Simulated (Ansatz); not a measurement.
Zr under a change: isotropic strain −2.50 %

Start from Zr in the hcp (Mg type) structure (space group P6_3/mmc, No. 194; a = 3.1438 Å, c = 5.0928 Å; relaxed with 0.1 eV smearing).

It is then changed as follows: an isotropic linear strain of −2.50 %, atoms relaxed at fixed cell.

Method: Ansatz (a program for electronic structure), LDA, PAW, cutoff 420 eV, scalar-relativistic without spin-orbit coupling. Γ-centred 21×21×12 mesh, Fermi–Dirac width 0.1 eV.

```json
[
 {"quantity": "volume per atom", "base": "21.80 Å³", "changed": "20.20 Å³", "shift": "-1.594 Å³"},
 {"quantity": "space group", "base": "P6_3/mmc (No. 194)", "changed": "P6_3/mmc (No. 194)", "shift": "–"},
 {"quantity": "shortest interatomic distance", "base": "5.909 bohr", "changed": "5.762 bohr", "shift": "-0.1477 bohr"},
 {"quantity": "energy relative to the base (free energy F)", "base": "0 meV/atom", "changed": "+42 meV/atom", "shift": "+42 meV/atom"},
 {"quantity": "pressure (mean of the normal stresses, compression positive)", "base": "0.0 GPa", "changed": "8.9 GPa", "shift": "+8.9 GPa"},
 {"quantity": "band gap", "base": "zero", "changed": "zero", "shift": "–"}
]
```

Whether these cells are dynamically stable was not tested. The final runs are not spin-polarised.
